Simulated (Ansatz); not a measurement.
Effect of uniaxial strain ε_zz = +1.00 % on CuAu

Start from CuAu (space group P4/mmm, No. 123; a = 2.869 Å, c = 3.645 Å; relaxed with 0.1 eV smearing). Axes: x, y, z lie along a, b, c of the conventional cell.

Perturbation: the cell is stretched by 1.00 % along z with no lateral relaxation; the atoms relax in the strained cell.

All numbers come from PBE/PAW in Ansatz (an electronic-structure program), no SOC. k-mesh 20×20×16 (Γ-centred); smearing 0.1 eV (Fermi–Dirac).

The volume per atom grows by 0.15 Å³ (15.01 Å³ → 15.16 Å³) and the space group is still P4/mmm (No. 123). The shortest interatomic distance goes up by 0.0122 Å, from 2.727 Å to 2.740 Å and the energy rises by 0.7 meV/atom. The pressure (mean of the normal stresses, compression positive) goes from zero to -1.3 GPa and the band gap stays zero. The stress (xx, yy, zz, yz, xz, xy; compression positive) is (-1.3, -1.3, -1.5, 0.0, 0.0, 0.0) GPa.

Final structure:

```xyz
2
Lattice="2.8694 0.0000 0.0000 0.0000 2.8694 0.0000 0.0000 0.0000 3.6817" Properties=species:S:1:pos:R:3 pbc="T T T"
Cu     0.0000     0.0000     0.0000
Au     1.4347     1.4347     1.8408
```

Cost of the whole job for the changed cell (relaxation, final SCF and bands): very roughly 26 core-seconds.

Whether these cells are dynamically stable was not tested. The final runs are not spin-polarised.
